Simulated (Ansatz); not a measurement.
Si2N2Se (Cmc2₁, No. 36, 10 atoms in the cell; start mp-1245915) was calculated with PBE+SOC (PAW; Ansatz, a program for electronic structure).

Numerical settings: plane-wave cutoff 520 eV, 6×6×6 k mesh, Fermi–Dirac smearing 0.01 eV, PAW data made under PBE.

Cell (relaxed with PBEsol):

```cif
data_N4Se2Si4
_chemical_formula_sum 'Si4 Se2 N4'
_space_group_name_H-M_alt 'P 1'
_space_group_IT_number 1
_cell_length_a 6.05517
_cell_length_b 6.05517
_cell_length_c 4.87685
_cell_angle_alpha 90.000
_cell_angle_beta 90.000
_cell_angle_gamma 54.878
loop_
_space_group_symop_operation_xyz
  'x, y, z'
loop_
_atom_site_label
_atom_site_type_symbol
_atom_site_fract_x
_atom_site_fract_y
_atom_site_fract_z
_atom_site_occupancy
Si1 Si 0.45822 0.16719 0.90991 1
Si2 Si 0.54178 0.83281 0.40991 1
Si3 Si 0.83281 0.54178 0.90991 1
Si4 Si 0.16719 0.45822 0.40991 1
Se1 Se 0.21864 0.78136 0.26105 1
Se2 Se 0.78136 0.21864 0.76105 1
N1 N 0.40613 0.14933 0.25637 1
N2 N 0.59387 0.85067 0.75637 1
N3 N 0.85067 0.59387 0.25637 1
N4 N 0.14933 0.40613 0.75637 1
```

### Question
What does this level give for the band gap?

### Answer

band gap: 2.83 eV (on the SCF k mesh)

Note: cell and atoms aren't relaxed at this level (largest force component 0.04 eV/Å, pressure 3.1 GPa).

A start named mp-… is a Materials Project structure, which need not be a measured phase.
